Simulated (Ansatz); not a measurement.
Results of r²SCANh in Ansatz (plane waves, PAW) for fluorite AuAl2.

Numerical settings: plane-wave cutoff 520 eV, 8×8×8 k mesh, Fermi–Dirac smearing 0.05 eV, scalar-relativistic PAW data made under PBE.

A third-order Birch–Murnaghan fit to the energies gives V0 = 17.975 Å³/atom, B0 = 122 GPa, B′ = 4.7.

```tsv
V (Å³/atom)	P (GPa)
17.067	___
17.516	3.34
18.099	-0.82
18.415	___
18.864	___
```

Question: Estimate the withheld pressures from this fit; the answers are the runs' own values.

Answer: 
- 17.067, P (GPa): 7.12
- 18.415, P (GPa): -2.78
- 18.864, P (GPa): -5.23

The formula P = (3/2) B0 (x^(7/3) − x^(5/3)) [1 + (3/4)(B′ − 4)(x^(2/3) − 1)] with x = V0/V meets the computed pressures within 0.03 GPa when these rounded values are put in.

Spin–orbit coupling is not included; it can shift volumes and moduli of such heavy elements.

Static lattice: no zero-point or thermal effects.

Cost on a shared machine: around 26 core-minutes (rough).

Ansatz is an electronic-structure program.
